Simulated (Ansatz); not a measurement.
The structure below was relaxed with PBEsol/PAW in Ansatz (an electronic-structure program), no spin-orbit coupling, at pressure 3 GPa.

```yaml
crystal:
  lattice:
    - [3.31260, -4.38301, 0.01123]
    - [3.31260, 4.38301, 0.01123]
    - [-1.01790, 0.00000, 4.82079]
  atoms:
    - { symbol: In, position: [0.30521, 0.69479, 0.00000] }
    - { symbol: In, position: [0.69479, 0.30521, 0.00000] }
    - { symbol: Ge, position: [0.76132, 0.76132, 0.59179] }
    - { symbol: Ge, position: [0.23868, 0.23868, 0.40821] }
    - { symbol: O, position: [0.41103, 0.07364, 0.21559] }
    - { symbol: O, position: [0.58897, 0.92636, 0.78441] }
    - { symbol: O, position: [0.92636, 0.58897, 0.78441] }
    - { symbol: O, position: [0.07364, 0.41103, 0.21559] }
    - { symbol: O, position: [0.00000, 0.00000, 0.50000] }
    - { symbol: O, position: [0.41380, 0.41380, 0.72865] }
    - { symbol: O, position: [0.58620, 0.58620, 0.27135] }
```

Task: Find the space group and the Wyckoff positions.

Result: Space group C2/m (No. 12); a = 6.6252 Å, b = 8.7660 Å, c = 4.9271 Å, α = γ = 90.00°, β = 101.73°

```tsv
atom	site	symmetry	x	y	z
In	4g	2	0.0000	0.3052	0.0000
Ge	4i	m	0.2387	0.0000	0.4082
O	8j	1	0.2423	0.1687	0.2156
O	2c	2/m	0.5000	0.5000	0.5000
O	4i	m	0.0862	0.5000	0.2713
```

Task: Describe the coordination.

Result: The crystal has 22 atoms in its conventional cell. Cell: a = 6.625 Å, b = 8.766 Å, c = 4.927 Å, α = γ = 90.00°, β = 101.73°. In is coordinated by 6 O at 2.108–2.198 Å. Ge sees 4 O at 1.731–1.760 Å (tetrahedral). O1 is coordinated by 1 Ge at 1.760 Å and 2 In at 2.108–2.198 Å (trigonal planar). O2 is surrounded by 2 Ge at 1.731 Å (linear). O3 has 1 Ge at 1.759 Å and 2 In at 2.172 Å (trigonal planar). (Neighbours: up to the widest gap in distance over summed covalent radii, below 1.35, at either atom; cation-cation and far metal-metal contacts left out.)

Load acts through the strain it causes; cell and atoms are relaxed under it. Whether these cells are dynamically stable was not tested. The cell was made from In2Ge2O7 (space group C2/m, No. 12) by this change: pressure 3 GPa.
